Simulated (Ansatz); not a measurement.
CdBr2 (R-3m, No. 166, 6 atoms in the cell; start mp-568722) was calculated with PBEsol (plane waves, PAW; Ansatz, an electronic-structure program).

Numerical settings: plane-wave cutoff 500 eV, 12×12×12 k mesh, gaussian smearing 0.02 eV, scalar-relativistic PAW data made under PBE.

Cell (relaxed at this level):

```
CdBr2
1.0
    1.98466     1.14585    13.13387
   -1.98466     1.14585    13.13387
    0.00000    -2.29169    13.13387
Cd Br
2 4
Cartesian
  0.00000   0.00000   0.00000
  0.00000   0.00000  19.70081
  0.00000   0.00000   8.12088
  0.00000   0.00000  31.28074
  0.00000   0.00000  24.71363
  0.00000   0.00000  14.68799
```

Question: Give the computed band gap.

Answer: 
- band gap: 2.86 eV (on the SCF k mesh)

Note: the relaxation could not lower the start's symmetry, so the cell can be a saddle point above a distorted one; the cell has widely spaced layers and the level no dispersion term, so their spacing and the moduli can rest on weak binding.

Spin–orbit coupling is not included.

A start named mp-… is a Materials Project structure, which need not be a measured phase.
